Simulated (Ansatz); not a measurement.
Base system: BP in the zinc blende structure (space group F-43m, No. 216; a = 4.537 Å). Axes: x, y, z lie along the cube axes.

The values are results of Kohn–Sham DFT with the r2SCAN functional, run in Ansatz (a quantum-chemistry and plane-wave program) with PAW and 500 eV plane waves, no spin-orbit coupling, not measurements.

Now apply this change: a pure shear with ε_xy = ε_yx = 0.0086; the atoms relax in the strained cell.

Question: Predict the stress tensor and what it implies for the stiffness.

Answer: Stress of the strained cell less that of the base (GPa, compression positive):
```
   0.06   -3.40    0.00
  -3.40    0.06    0.00
   0.00    0.00   -0.01
```

Then −Δσ/γ with γ = 2ε = 0.0172 gives relaxed-ion elastic constants: C66 ≈ 197 GPa.

Stability against distortions was not tested.
